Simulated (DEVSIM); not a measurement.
Device: Ni/SiO2/p-Ge capacitor, at 300 K.

Layer 1 from the left is SiO2, thickness (nm) 6.20. Layer 2 from the left is Ge, thickness (nm) 5000, Na (cm⁻³) 1.4e16.

Metal gate on the left, work function 5.1 eV. Fixed charge at the semiconductor interface 1.1e12 cm⁻² (in units of +e); interface traps 1e10 cm⁻² eV⁻¹, uniform in energy, neutral level at 0.5 of the gap above the valence band.

This is a model device: material constants are rounded textbook-type values typed into the input, and sizes, dopings and lifetimes were drawn at random. Values at 300 K.

SiO2: gap (eV) 9, affinity (eV) 0.9, permittivity 3.9. Ge: gap (eV) 0.664, affinity (eV) 4, permittivity 16, Nc (cm⁻³) 1.04e19, Nv (cm⁻³) 6e18.

Simulated with DEVSIM: 1D Poisson equation in equilibrium, Boltzmann statistics, complete ionisation; no quantum confinement or tunnelling. Metal contacts follow the ideal Schottky-Mott rule: no Fermi-level pinning, no interface dipoles.

Question: What does the simulation give for the threshold voltage (band bending 2φF), the minimum of the low-frequency capacitance, the flat-band voltage?

Answer: threshold voltage (band bending 2φF) 0.70 V; minimum of the low-frequency capacitance 0.0762 μF/cm²; flat-band voltage 0.28 V.
